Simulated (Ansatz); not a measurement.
The starting structures come from a database of crystals and need not be the phases stable at ambient conditions.

 Where the default PAW files enter, the runs use the earlier of Ansatz's two default sets.

Tunnelling through a barrier is set by its complex band structure: the current falls as exp(−2κd) with the smallest κ.

```
CELL_PARAMETERS angstrom
      6.19688     0.00000     0.00000
      0.00000     8.76372     0.00000
      3.09844     4.38186     3.09844
ATOMIC_POSITIONS crystal
  Sn 0.00000 0.50000 0.00000
  Sn 0.00000 0.00000 0.00000
  F  0.54283 0.27142 0.45717
  F  0.45717 0.72858 0.54283
  F  0.00000 0.72858 0.54283
  F  0.00000 0.27142 0.45717
  F  0.00000 0.27142 0.00000
  F  0.00000 0.72858 0.00000
```

Space group of this cell: Fm-3m. The cell was relaxed by PBE-D3(BJ); by r2SCAN its mean pressure is -2.0 GPa.

Transport runs along the normal of the first two printed cell vectors, the (110) plane of the conventional cell.

No gap correction and no spin-orbit coupling; mid-gap values are interpolated between computed energies.

Question: State the band gap and the smallest decay constant κ at mid-gap according to r2SCAN (Ansatz, a program for electronic structure).

Answer: Gap 3.17 eV on a 10×10×10 mesh; κ = 0.317 1/Å, at (0.000, 0.500) of the in-plane reciprocal vectors. At the zone centre, at the nearest computed energy, the slowest state has κ = 0.36 1/Å.
